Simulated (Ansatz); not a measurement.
Consider Ag in the fcc (Cu type) structure (space group Fm-3m, No. 225; a = 4.1483 Å; relaxed with 0.1 eV smearing).

All numbers come from PBE (Ansatz, an electronic-structure program, PAW, without spin-orbit coupling).

Strains are applied to the cell and any free atomic positions relax.

One change was made to it. Results:

```tsv
quantity	base	after
energy relative to the base (free energy F)	0 meV/atom	+1.1 meV/atom
pressure	0.0 GPa	-1.3 GPa
```

Problem. Which of these changes matches the shifts?
A) isotropic strain +3.00 %
B) isotropic strain +0.50 %
C) isotropic strain +2.50 %
D) isotropic strain −1.00 %
E) isotropic strain −2.50 %

Solution. B, isotropic strain +0.50 %. For comparison, the energy relative to the base in the other runs: isotropic strain −2.50 % gives +32 meV/atom; isotropic strain −1.00 % gives +4.8 meV/atom; isotropic strain +3.00 % gives +36 meV/atom; isotropic strain +2.50 % gives +25 meV/atom.

Stability against distortions was not tested.
